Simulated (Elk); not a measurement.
Input and output of a self-consistent single point for BaY (Pm-3m, 2 atoms in the cell) (Elk).

Method of the run: PBE, all-electron FP-LAPW, Elk's shipped species files, APW+lo basis with extra local orbitals (Elk 10.2.4).

```yaml
crystal:
  lattice:
    - [4.55509, 0.00000, 0.00000]
    - [0.00000, 4.55509, 0.00000]
    - [0.00000, 0.00000, 4.55509]
  atoms:
    - { symbol: Ba, position: [0.00000, 0.00000, 0.00000] }
    - { symbol: Y, position: [0.50000, 0.50000, 0.50000] }
```

Reference input (self-consistent single point, DFT, PBE, all-electron FP-LAPW, Elk's shipped species files, APW+lo basis with extra local orbitals): xctype = 20; rgkmax = 7.5; stype = 3; swidth = 0.00499791 Ha; ngridk = 7 7 7; gmaxvr = 16 1/bohr; nxlo = 2; lorbcnd = true; lmaxi = 2. This run's input differs from it in these lines:

```diff
@@ -7,3 +7,3 @@
 rgkmax
-  7.5
+  8.5
```

Output (repeated stretches shortened):

```
│ Self-consistent loop started │
│ Loop number : 1 │
 total energy                :     -11530.3406086
│ Loop number : 2 │
 total energy                :     -11530.3244515
RMS change in Kohn-Sham potential (target) :   0.1118100328     (  0.1000000000E-05)
Absolute change in total energy (target)   :   0.1615714027E-01 (  0.1000000000E-03)
│ Loop number : 3 │
 total energy                :     -11530.2337514
RMS change in Kohn-Sham potential (target) :   0.1090620333     (  0.1000000000E-05)
Absolute change in total energy (target)   :   0.9473931171E-01 (  0.1000000000E-03)
│ Loop number : 4 │
   [... lines left out ...]
Absolute change in total energy (target)   :   0.6832955060E-03 (  0.1000000000E-03)
│ Loop number : 14 │
 total energy                :     -11525.2106334
RMS change in Kohn-Sham potential (target) :   0.2939850097E-06 (  0.1000000000E-05)
Absolute change in total energy (target)   :   0.1551657533E-03 (  0.1000000000E-03)
│ Loop number : 15 │
 total energy                :     -11525.2106294
RMS change in Kohn-Sham potential (target) :   0.9216016213E-07 (  0.1000000000E-05)
Absolute change in total energy (target)   :   0.4274364619E-04 (  0.1000000000E-03)
Convergence targets achieved

│ Loop number : 16 │

Energies :
 Fermi                       :     0.198224121560
 total energy                :     -11525.2106255

Density of states at Fermi energy :    104.1819807
 (states/Hartree/unit cell)

Estimated indirect band gap :   0.5014267051E-03
 from k-point     17 to k-point     17
Estimated direct band gap   :   0.5014267051E-03
 at k-point     17

Charges :
 core                        :    64.00000000
 valence                     :    31.00000000
 interstitial                :    4.654048842
 muffin-tins (core leakage)
  species :    1 (Ba)
   atom    1                 :    53.69699033     (  0.5295542742E-05)
  species :    2 (Y)
   atom    1                 :    36.64896082     (  0.8920128941E-05)
 total in muffin-tins        :    90.34595116
 total calculated charge     :    95.00246330
 total charge                :    95.00000000
 error                       :   0.2463302942E-02

│ Self-consistent loop stopped │
```

The run converged in 16 iterations. The count includes the last loop, which Elk runs after its targets are met. Against the reference run the free energy goes down by 39.3 meV/atom.

The starting cell was generated: these elements placed on a structure prototype, without a prior relaxation; it need not be a known phase or ordering of this composition. Its lattice was rescaled by a random factor within 2.5 % of one. Values depend on the basis (sphere radii, cutoffs, local orbitals), which need not be converged. The log's line on a gap gives a spacing of levels on this mesh, which the program prints for metals too.
